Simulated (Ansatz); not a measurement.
MoP (model structure, started from the CoSn type, P6/mmm, No. 191, 6 atoms in the cell): volume per atom by level of theory

No measured value is used here.

```csv
level (code),value (Å³/atom)
PBE (Ansatz),[?]
PBEsol (Ansatz),16.03
PBE-D3(BJ) (Ansatz),16.01
```

### Question
Complete the blanks.

### Answer

- PBE (Ansatz, an electronic-structure program), value (Å³/atom): 16.51

Ansatz's density-functional and Hartree–Fock values are scalar-relativistic unless marked +SOC, with PAW data made under PBE.

A model structure was made by putting elements into a prototype or built by hand; it is no filed structure, need not be a known phase, and can be a saddle point held by its symmetry.
